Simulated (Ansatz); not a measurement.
The reference is SnSe₂ in the CdI2 type structure (space group P-3m1, No. 164; a = 3.8402 Å, c = 6.0066 Å; layered, stacked along the Cartesian z axis).

Method: DFT with PBE-D3(BJ), PAW potentials and a 420 eV plane-wave cutoff in Ansatz (an electronic-structure program), no SOC.

Before the change:

```
Item                              Value
-----------------------------  --------
Volume per atom                25.57 Å³
Width of the top valence band   1.99 eV
```

Perturbation: cell and atoms relaxed at a pressure of 1.5 GPa.

What does the calculation give for the volume per atom after the change?

The volume per atom shrinks by 1.08 Å³, from 25.57 Å³ to 24.49 Å³.

What happens to the width of the top valence band?

The width of the top valence band grows by 0.433 eV to 2.43 eV.

How does this affect the mean gap deformation potential ΔEg/Δln V?

The mean gap deformation potential ΔEg/Δln V amounts to +5.1 eV.

Load acts through the strain it causes; cell and atoms are relaxed under it. No phonon test of stability was made.
